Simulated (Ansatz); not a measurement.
Cs2AgBiF6 with two functionals, uniaxial strain ε_zz = +2.37 %

Consider Cs2AgBiF6 (space group Fm-3m, No. 225; a = 9.541 Å; a cell from a computed database, its experimental status unchecked). Axes: x, y, z lie along the cube axes.

(Cell as relaxed with PBE.)

Levels (all Ansatz, a first-principles code, PAW): PBE (420 eV, no spin-orbit coupling); r2SCAN (500 eV, no spin-orbit coupling).

Each level relaxes its own structure.

```csv
base,PBE,r2SCAN
volume per atom,21.71 Å³,20.50 Å³
lattice parameter a,9.541 Å,9.359 Å
band gap,2.76 eV,3.19 eV
```

Modification: uniaxial strain ε_zz = +2.37 %, all other strain components held at zero, atoms relaxed at fixed cell.

| quantity | PBE | r2SCAN |
|---|---|---|
| band gap | 2.73 eV | ___ |
| stress (xx, yy, zz, yz, xz, xy; compression positive) | (-0.59, -0.59, -0.88, 0.00, 0.00, 0.00) GPa | ___ |
| largest internal atomic displacement | 0.047 Å | ___ |
| energy relative to the base (free energy F) | +1.5 meV/atom | ___ |

### Question
What does r2SCAN give?

### Answer

- band gap, r2SCAN: 3.16 eV
- stress (xx, yy, zz, yz, xz, xy; compression positive), r2SCAN: (-0.68, -0.68, -1.31, 0.00, 0.00, 0.00) GPa
- largest internal atomic displacement, r2SCAN: 0.041 Å
- energy relative to the base (free energy F), r2SCAN: +2.1 meV/atom

PBE's band gap lies 0.436 eV below r2SCAN's; PBE's largest internal atomic displacement lies 0.0053 Å above r2SCAN's; PBE's energy relative to the base lies 0.6 meV/atom below r2SCAN's. Neither level is exact; r2SCAN is the comparison here, not a measurement.

With Bi present, leaving out spin-orbit coupling can change the band edges. No phonon test of stability was made.
